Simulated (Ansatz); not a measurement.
# Ti2C: uniaxial strain ε_zz = +3.55 %

The parent structure is Ti2C (space group Fd-3m, No. 227; a = 8.5488 Å; a cell from a computed database, its experimental status unchecked). Axes: x, y, z lie along the cube axes.

Now apply this change: uniaxial strain ε_zz = +3.55 %, all other strain components held at zero; the atoms relax in the strained cell.

Calculations: Ansatz (a quantum-chemistry and plane-wave program), PBEsol, PAW, cutoff 420 eV, no SOC. k-mesh 8×8×8 (Γ-centred); smearing 0.05 eV (Fermi–Dirac).

- Volume per atom: 13.48 Å³ (base 13.02 Å³)
- Space group: I4_1/amd (No. 141) (base Fd-3m (No. 227))
- Shortest interatomic distance: 2.095 Å (base 2.088 Å)
- Energy relative to the base (free energy F): +11 meV/atom
- Pressure (mean of the normal stresses, compression positive): -4.8 GPa (base 0.0 GPa)
- Band gap: zero (base zero)
- Largest internal atomic displacement: 0.041 Å
- Stress (xx, yy, zz, yz, xz, xy; compression positive): (-3.6, -3.6, -7.3, 0.0, 0.0, 0.0) GPa (rough)

Without a gap, meshes like the base's 8×8×8 leave anisotropic stresses uncertain by several tenths of a GPa, and small strain energies with them. Whether these cells are dynamically stable was not tested. All final runs are without spin polarisation.
